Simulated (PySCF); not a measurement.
PySCF 2.14.0, B3LYP/def2-svp, df: pentafluorosilicate (F[Si-](F)(F)(F)F), charge -1, multiplicity 1, 6 atoms. The geometry is a generated start, not checked to be a minimum at this level.

- task = energy
- method = b3lyp
- basis = def2-svp
- two-electron scheme = density fitting
- mol.max_memory = 3000 MB
- mf.max_cycle = 100
- mf.DIIS = CDIIS (default)
- mf.conv_tol = 1e-09 (default)
- mf.grids.level = 3 (default)
- basis functions = 88
- grid points = 90496

```xyz
6

F     -1.0092    -1.1393    -0.6537
Si     0.0156    -0.0398     0.0195
F      1.1521    -0.5373    -1.0624
F     -0.9147    -0.1097     1.3792
F     -0.4904     1.3334    -0.6531
F      1.2466     0.4926     0.9706
```

Charge -1 and multiplicity 1 are set for this test and not shown to be the ground state.

With the defaults (mf.diis = true, mf.damp = 0, mf.diis_start_cycle = 1, mf.diis_damp = 0, mf.diis_space = 8, mf.init_guess = minao, mf.level_shift = 0) it converges in 11 Fock builds. One run each on 2 threads, 1 BLAS thread, with these changes:
- mf.init_guess = 1e
- mf.level_shift = 1 Hartree
- mf.init_guess = mod_huckel
- mf.diis_space = 5
- mf.diis_damp = 0.3
- mf.damp = 0.7, mf.diis_start_cycle = 8
- mf.diis_space = 20
- mf.init_guess = huckel
- mf.diis = false

Task: Which of these changes keep the SCF from converging, or lead it to another solution?

Result: No convergence: mf.diis = false (the run ends without SCF convergence in 100 cycles). The rest reach the solution of the defaults.

```csv
setting,Fock builds,end
the defaults,11,same solution
mf.diis_damp = 0.3,11,same solution
mf.diis_space = 20,11,same solution
mf.init_guess = mod_huckel,11,same solution
mf.diis_space = 5,11,same solution
mf.init_guess = huckel,11,same solution
"mf.damp = 0.7, mf.diis_start_cycle = 8",14,same solution
mf.init_guess = 1e,15,same solution
mf.level_shift = 1 Hartree,22,same solution
mf.diis = false,101,no convergence
```
